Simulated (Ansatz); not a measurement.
**CdF2: energy against volume**

CdF2 (fluorite, Fm-3m, 13.725 Å³/atom and stress up to 0.01 GPa in the relaxed cell, cube axes along x, y and z) under an equal strain ε along all three axes. PBE in Ansatz, a plane-wave DFT program (PAW, default set), 420 eV, 10×10×10 Γ-centred mesh, Fermi-Dirac smearing 0.05 eV; ions are relaxed, or left where forces stay under 0.02 eV/Å, within the symmetry of each cell. Against the start cell, which lies near the measured one, the relaxed cell differs by 5.2 % in volume; the values below rest on it.

Here V stands for volume and E for E less E0.

| volume (Å³/atom) | E less E0 (meV/atom) | pressure (GPa) |
|---|---|---|
| 12.9179 | 15.57 | 6.55 |
| 13.1167 | 8.58 | 4.72 |
| 13.3174 | 3.76 | 3.03 |
| 13.5202 | 0.95 | 1.46 |
| 13.7251 | 0.00 | 0.00 |
| 13.9320 | 0.92 | -1.35 |
| 14.1410 | 3.48 | -2.60 |
| 14.3520 | 7.71 | -3.75 |
| 14.5652 | 13.38 | -4.81 |
| 14.9978 | ? | ? |

Taking the third-order Birch-Murnaghan form, a cubic in V^(-2/3) for E over the 9 complete rows: With u = V^(-2/3) - 0.175, the rows have u = 0.006637, 0.004797, 0.002986, 0.001202, -0.000556, -0.002287, -0.003993, -0.005673, -0.007330. Least squares gives E = 0.112 + 326.16·u + 296926·u² + 724534·u³. Residuals (row less fit): 0.002, -0.009, 0.007, 0.016, -0.022, 0.010, -0.018, 0.025, -0.009; standard error 0.020 (degrees of freedom: 5). Its minimum lies at u = -0.000550, so V0 = (0.174450)^(-3/2) = 13.72. There d²E/du² = 591500 and d³E/du³ = 4347000, so B0 = (4/9) × 13.72^(-7/3) × 591500 × 0.160218 = 93.4 GPa (the last factor turns the table's units into GPa), and B0' = 4 + (2/3) × 0.174450 × (4347000)/591500 = 4.9. B0' rests on the cubic coefficient alone and has a standard error of 0.1 from these residuals.

**Question.** What does the fit predict for E at V = 14.9978, and how far is the calculated value from it?

**Answer.** u = -0.010570, so E = 0.112 + 326.16 × (-0.010570) + 296926 × (-0.010570)² + 724534 × (-0.010570)³ = 28.983 meV/atom. The calculation gives 28.96 meV/atom, 0.023 meV/atom below the prediction (0.1 % of the range of E in the table). The row lies outside the fitted rows, so this is an extrapolation. From the scatter of the fitted rows alone, a prediction at this place has a standard error of 0.080 meV/atom, so the miss is 0.3 times that.

Other structures, which can take over under pressure, weren't tried. The same form fitted to the pressure column gives B0' = 4.8; series where the two differ by over 0.4 aren't shown. Rows are the converged runs of the series near zero and its far end, less any whose ions stayed unrelaxed beside relaxed ones; series whose fitted rows scatter by over a few per cent of the range, as at a crossing or softening among them, aren't shown in this form.
